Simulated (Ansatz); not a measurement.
Consider Be$_{2}$Si (space group Fm-3m, No. 225; a = 5.283 Å; a model cell, its experimental status unchecked).

The values are results of r2SCAN (Ansatz, a program for electronic structure), spin-orbit coupling left out, not measurements.

Before the change:

```
Quantity      Result
--------  ----------
Density   2.08 g/cm³
Band gap        zero
```

Now apply this change: Ca takes the place of Be on all its sites, then cell and atoms are relaxed.

Tabulated Pauling electronegativity and covalent radius: Be 1.57, 0.96 Å; Ca 1.00, 1.76 Å.

Task: What does the calculation give for the density, electron mass and band gap after the change?

Result: The density decreases by 0.12 g/cm³, from 2.08 g/cm³ to 1.96 g/cm³; the electron mass is 0.49 mₑ along k, 0.41 mₑ across (at X); the band gap changes from zero to 0.78 eV.

Masses are band curvatures over ±0.01 Å⁻¹ around the edge. Along k means along the line from Γ to the band edge. Stability against distortions was not tested. For Ca2Si in this form, whether it has been made was not checked. The final runs are not spin-polarised.
